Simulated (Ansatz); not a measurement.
Mg2OsH6, response to strain

Take Mg2OsH6 (space group Fm-3m, No. 225; a = 6.646 Å; a cell from a computed database, its experimental status unchecked) as the base. Axes: x, y, z lie along the cube axes.

Strains are applied to the cell and any free atomic positions relax.

All numbers come from r2SCAN (Ansatz, a first-principles code, PAW, no SOC), earlier PAW set.

Candidates:
(a) isotropic strain +2.90 %
(b) uniaxial strain ε_zz = +0.82 %
(c) uniaxial strain ε_zz = −5.11 %

Notes on the quantities. energy relative to the base: free energy F.

**Question.** Order them by energy relative to the base, highest first.

**Answer.** (a) isotropic strain +2.90 % (+15 meV/atom), (c) uniaxial strain ε_zz = −5.11 % (+12 meV/atom), (b) uniaxial strain ε_zz = +0.82 % (+0.3 meV/atom)

No phonon test of stability was made.
